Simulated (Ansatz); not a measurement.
AgI (model structure, started from the HgO type, P6₄22, No. 181, 6 atoms in the cell), treated with PBE+SOC (Ansatz, a program for electronic structure, plane waves, PAW).

Settings: plane-wave cutoff 520 eV, 12×12×4 k mesh (along the axes of the cell as run), Fermi–Dirac smearing 0.01 eV, PAW data made under PBE.

Cell (relaxed with PBEsol):

```
CELL_PARAMETERS angstrom
      4.44881     0.00000     0.00000
     -2.22441     3.85279     0.00000
      0.00000     0.00000    10.39415
ATOMIC_POSITIONS crystal
  Ag 0.49996 0.49996 0.50000
  Ag 0.50004 0.00000 0.83333
  Ag 0.00000 0.50004 0.16667
  I  0.49998 0.49998 0.00000
  I  0.50002 0.00000 0.33333
  I  0.00000 0.50002 0.66667
```

Problem. Estimate the band gap and smallest direct gap on the k points sampled that the calculation returns.

Solution. 
* **band gap**: 0.65 eV (indirect)
* **smallest direct gap on the k points sampled**: 1.06 eV

Note: the relaxation could raise the start's symmetry but not lower it, so the cell can be a saddle point; cell and atoms aren't relaxed at this level (pressure 3.2 GPa).

The computed numbers hold no vibrational or temperature effects.

A model structure was made by putting elements into a prototype or built by hand; it is no filed structure, need not be a known phase, and can be a saddle point held by its symmetry.
